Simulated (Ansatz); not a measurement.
# Convergence test for HfMg7 (P-6m2, 8 atoms in the cell)

```xyz
8
Lattice="6.4082 0.0000 0.0000 -3.2041 5.5496 0.0000 0.0000 0.0000 5.0653" Properties=species:S:1:pos:R:3 pbc="T T T"
Mg    -1.5915     2.7809     2.5327
Mg     0.0000     5.5375     2.5327
Mg     1.5915     2.7809     2.5327
Mg     0.0000     1.8159     0.0000
Mg    -1.6315     4.6417     0.0000
Mg     1.6315     4.6417     0.0000
Mg     3.2041     1.8499     0.0000
Hf     0.0000     0.0000     2.5327
```

Level of theory: LDA (PW92), default PAW files made with PBE (plane waves; Ansatz, a quantum-chemistry and plane-wave program).

The starting cell comes from a database of computed structures (which also holds hypothetical and non-ambient phases and stackings), without a prior relaxation at this level. Ansatz's pressure includes its estimate of the finite-basis (Pulay) stress.

Held fixed: hamiltonian.xc = lda; hamiltonian.pseudopotentials = {kind: paw} (the program's default PAW files); scf.occupations.method = methfessel_paxton; scf.occupations.width = 0.1 eV.

ΔF is the free energy per atom less that of the last row (15 15 16).

```
kpoints.mp_grid.grid  ΔF (meV/atom)  pressure (GPa)  largest force (eV/Å)  k-points  iterations
--------------------  -------------  --------------  --------------------  --------  ----------
1 1 1                          60.0           -0.92                 0.496         1           9
2 2 2                          1.36           -2.57                 0.162         4           9
3 3 3                          30.8           -2.74                 0.051         6           8
4 4 4                           9.9           -2.66                 0.081        12           8
4 4 5                           6.6           -2.66                 0.121        12           8
5 5 5                         -1.33           -2.78                 0.150        15           7
6 6 6                         -1.17           -2.79                 0.158        28           7
7 7 7                          0.44           -2.77                 0.116        32           8
8 8 9                         -0.49           -2.78                 0.120        50           7
10 10 10                      -0.01           -2.78                 0.125        84           8
12 12 13                      -0.07           -2.77                 0.130       133           8
15 15 16                       0.00           -2.77                 0.129       243           8
```

Largest force within 0.005 eV/Å of the last row: from kpoints.mp_grid.grid = 10 10 10 on; the one before it is off by 0.0091 eV/Å. The value it settles on is 0.129 eV/Å at this level of theory and with the other settings as held.

Pressure within 0.5 GPa of the last row: from kpoints.mp_grid.grid = 2 2 2 on; the one before it is off by 1.9 GPa. The value it settles on is -2.8 GPa at this level of theory and with the other settings as held.

Keys are those of Ansatz 0.2.
